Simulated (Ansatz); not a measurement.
Cost and result by functional for the surface energy of the (111) surface of tetragonal HfO2 (a metastable polymorph) in its 1x1 cell (cut with top plane O, bottom plane O), outermost plane spacing 0.44 Å in the ideal cut (in the relaxation 2 Hf–O bonds broke), in Ansatz (plane waves, PAW). Single points on the PBE structure, on one kind of machine; costs are rough ratios of the slab run's core time (references not counted) to the cheapest single point. r2SCAN's cost holds its higher cutoff (500 against 420 eV). Differences are taken against r2SCAN for comparison alone: no measured value is at hand, so the table doesn't rank accuracy.

Slab: 33 atoms, Hf11O22, 12.4 Å thick at the start; k 6x5x1, smearing 0.025 eV, dipole-corrected; all atoms relaxed; start symmetry kept, larger cells not searched; no spin, no spin-orbit, no U. These notes are the PBE run's.

```
functional                     relative cost  surface energy (J/m²)  less r2SCAN (J/m²)
-----------------------------  -------------  ---------------------  ------------------
PBEsol                                     1                   1.41               -0.11
RPBE                                       1                   0.95               -0.57
LDA                                        1                   1.64                0.12
r2SCAN                                     1                   1.52                0.00
PBE (the relaxed run's value)              –                   1.20               -0.32
```

The values span 0.69 J/m², while the single points' costs differ by a factor of roughly 1. Differences are of unrounded values.

Ansatz is a quantum-chemistry and plane-wave program.
